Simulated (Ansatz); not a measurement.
Output of an Ansatz run (abridged):

```
WARN ansatz: RAYON_NUM_THREADS=1 ignored (pool sized by the plan → 1); use --threads N
basis.fft_grid_basis auto: the FFT boxes are laid along the combinations [[1, 0, 1], [0, 1, 1], [0, 0, 1]] of the cell's own vectors, 3.409, 3.409 and 6.290 Å …
Pseudopotentials: kind: paw
Pseudopotential: Ta, paw, valence charge 13
Pseudopotential: As, paw, valence charge 15
Crystal: 4 atoms, lattice volume = 67.519 Å³
Basis set: ecut = 420 eV, 1363 PW (Γ), FFT grids on a1+a3, a2+a3, a3, exchange–correlation on 48×48×90 points (8 copies of the dense FFT grid, shifted against one another)
Bands: 34, of which v1, the nominal top of the filled ones, is band 28 counted from 1 (27 counted from 0)
Symmetry: 8 space group operations
Space group: I41md (ITA 109), of the structure as read, at distance tolerance 4.1e-5 Å
k-points: 40 of 343 (time reversal used)
PAW frozen core: Ta, regenerated for the run's functional, and the local potential with it
PAW frozen core: As, regenerated for the run's functional, and the local potential with it
Initial density: superposition of atomic densities (neutral atoms: chi_scale 0, normalization atom), corrected by the library's trained network
Initial wavefunctions: pseudopotential atomic-orbital guess
Eigensolver: davidson
Functional: x = pbesol(κ = 0.804, μ = 0.12345679012345678), c = pbesol(β = 0.046)
SCF iter   1: F=—  HF=-29241.481997 eV  |F-HF|=—  |Δ(HF+E_count)|=         —  Δρ=7.49e-3  dr2=2.80e-2  ethr=1.77e-3  ⟨swp⟩=5.0  Hψ=5120  notcnv=0
all-band conjugate gradients solve this SCF's bands
preconditioner: auto → Kerker (q_TF=auto, 2.645 Å⁻¹)
SCF iter   2: F=—  HF=-29241.477787 eV  |F-HF|=—  |Δ(HF+E_count)|=   4.21e-3  S|Δr|=    0.00e0  Δρ=4.20e-3  dr2=7.95e-3  ethr=5.00e-5  ⟨swp⟩=1.0  Hψ=1680  notcnv=0
SCF iter   3: F=—  HF=-29241.476800 eV  |F-HF|=—  |Δ(HF+E_count)|=   9.87e-4  S|Δr|=    0.00e0  Δρ=6.59e-4  dr2=2.55e-4  ethr=1.42e-5  ⟨swp⟩=2.0  Hψ=1641  notcnv=0
SCF iter   4: F=—  HF=-29241.476765 eV  |F-HF|=—  |Δ(HF+E_count)|=   3.53e-5  S|Δr|=    0.00e0  Δρ=1.38e-4  dr2=1.99e-5  ethr=4.56e-7  ⟨swp⟩=2.0  Hψ=2358  notcnv=0
SCF iter   5: F=—  HF=-29241.476734 eV  |F-HF|=—  |Δ(HF+E_count)|=   3.06e-5  S|Δr|=    0.00e0  Δρ=7.70e-5  dr2=3.96e-6  ethr=3.55e-8  ⟨swp⟩=2.0  Hψ=2353  notcnv=0
SCF iter   6: F=—  HF=-29241.476733 eV  |F-HF|=—  |Δ(HF+E_count)|=   8.73e-7  S|Δr|=    0.00e0  Δρ=1.77e-5  dr2=2.46e-7  ethr=7.07e-9  ⟨swp⟩=2.0  Hψ=1624  notcnv=0
SCF iter   7: F=-29241.476733 eV  HF=-29241.476733 eV  |F-HF|=1.98e-9  |Δ(HF+E_count)|=   7.61e-8  S|Δr|=    0.00e0  Δρ=3.73e-6  dr2=8.78e-9  ethr=1.79e-10  ⟨swp⟩=7.5  Hψ=5315  notcnv=0
SCF 1 converged in 7 iterations: F = -29241.476733 eV  dr2 = 8.78e-9
SCF converged after 7 iterations
Stability not checked (fill_not_monotonic)
Free energy (F): -29241.476733 eV
Harris-Foulkes:  -29241.476733 eV  (|F-HF|=1.98e-9)
Internal energy: -29241.475790 eV  (E = F + TS)
E sigma→0 (E₀):  -29241.476497 eV
Entropy (-TS):   -0.000944 eV (-0.236 meV/atom)
Fermi energy:    17.496185 eV
Step filling:    the computed levels leave a gap of 0.0940 eV = 0.5 smearing widths
--- Per-component energies (eV) ---
  E_band       = -527.401796
  E_kinetic    = 946.958404
  E_local      = -3968.218186  (includes V_loc(G=0)·N_el)
  E_nonlocal   = -1300.507828
  E_hartree    = 2069.436718
  E_xc         = -595.623551
  E_vxc        = -571.903397  (∫ρ·V_xc dr)
  E_paw        = -20133.756817  (= ΣΔE_a)
  E_vpaw       = 227.394290  (= ΣTr[D̂ρ^β])
  E_aug_tail   = 0.000283  (compensation charges beyond the density's cutoff)
  E_ewald      = -6262.124963
  E_core_change = 2.360150  (= ΣΔE_core)
  E_smearing   = -0.000944  (= −TS)
  E_closure    = -0.000000  (closes the sum)
  Σ components = -29241.476733   (vs F -29241.476733, Δ=0.00e0)
--- Forces (eV/Å), atoms counted from 1 ---
  atom   1  Ta     0.00000000    -0.00000000     0.04132267
  atom   2  Ta    -0.00000000    -0.00000000     0.04132267
  atom   3  As    -0.00000000    -0.00000000    -0.04131289
  atom   4  As    -0.00000000     0.00000000    -0.04131289
  max |Σ_I F_I| component: 1.96e-5 eV/Å
--- Stress (GPa, compression-positive) ---
        2.347985       0.000000       0.000000
        0.000000       2.347985       0.000000
        0.000000      -0.000000       1.003286
  P = ⅓ Tr σ = 1.8998 GPa (18.998 kbar)
  The stress holds the Pulay correction. Without it, at fixed plane waves, as pw.x and ABINIT print it: P = 1.8563 GPa
--- Band table (eV; the first three rows and the last of 40) ---
  k-point 0: bands = ["-50.7062", "-50.6942", "-18.2608", "-18.2608", "-18.2274", "-18.2242", "-18.2112", "-18.2092", "-18.2085", "-18.2085", "-18.2067", "-18.1962", "-17.3434", "-17.2493", "-17.2493", "-17.1173", "-17.1173", "-17.0634", "3.2866", [...]
  k-point 1: bands = ["-50.7036", "-50.6929", "-18.2698", "-18.2623", "-18.2305", "-18.2242", "-18.2197", "-18.2187", "-18.2060", "-18.2054", "-18.1970", "-18.1955", "-17.3254", "-17.2776", "-17.2733", "-17.1524", "-17.1332", "-17.0604", "3.8363", [...]
  k-point 2: bands = ["-50.6975", "-50.6902", "-18.2869", "-18.2652", "-18.2449", "-18.2433", "-18.2196", "-18.2143", "-18.2026", "-18.2022", "-18.1920", "-18.1917", "-17.3719", "-17.3324", "-17.2339", "-17.2179", "-17.1751", "-17.0622", "5.1086", [...]
  k-point 39: bands = ["-50.6995", "-50.6989", "-18.2696", "-18.2696", "-18.2227", "-18.2201", "-18.2166", "-18.2130", "-18.2091", "-18.2039", "-18.1980", "-18.1964", "-17.3090", "-17.2523", "-17.2011", "-17.1964", "-17.1329", "-17.0953", "4.5297", [...]
```

The structure:

```xyz
4
Lattice="-1.7046 1.7046 5.8093 1.7046 -1.7046 5.8093 1.7046 1.7046 -5.8093" Properties=species:S:1:pos:R:3 pbc="T T T"
Ta     1.7046     0.0000     5.8089
Ta     0.0000     0.0000     8.7135
As     1.7046     0.0000     0.9600
As     0.0000     0.0000     3.8647
```

### Question
Reconstruct the input of this run.

### Answer
Other spellings and defaults could give the same log, and not every line can be read from it. The input that was run (DFT, PBEsol, plane waves, default PAW files made with PBE):

Ansatz 0.2 input:
```yaml
crystal:
  lattice:
    - [-1.704597, 1.704597, 5.809261]
    - [1.704597, -1.704597, 5.809261]
    - [1.704597, 1.704597, -5.809261]
  atoms:
    - { symbol: Ta, position: [0.499970, 0.999970, 0.500000] }
    - { symbol: Ta, position: [0.749970, 0.749970, 0.000000] }
    - { symbol: As, position: [0.082630, 0.582630, 0.500000] }
    - { symbol: As, position: [0.332630, 0.332630, 0.000000] }
basis:
  ecutwfc: 420.0
kpoints:
  mp_grid: { grid: [7, 7, 7] }
hamiltonian:
  xc: pbesol
  pseudopotentials: { kind: paw }
scf:
  occupations: { method: methfessel_paxton, width: 0.2 }
output:
  forces: true
  eigenvalues: true
  stress: true
```

The starting cell comes from a database of computed structures (which also holds hypothetical and non-ambient phases and stackings), without a prior relaxation at this level. Its lattice was rescaled by a random factor within 2.5 % of one. Spin-orbit coupling is off. Spin polarisation is off. Ansatz's pressure includes its estimate of the finite-basis (Pulay) stress.

Ansatz is a program for electronic structure.
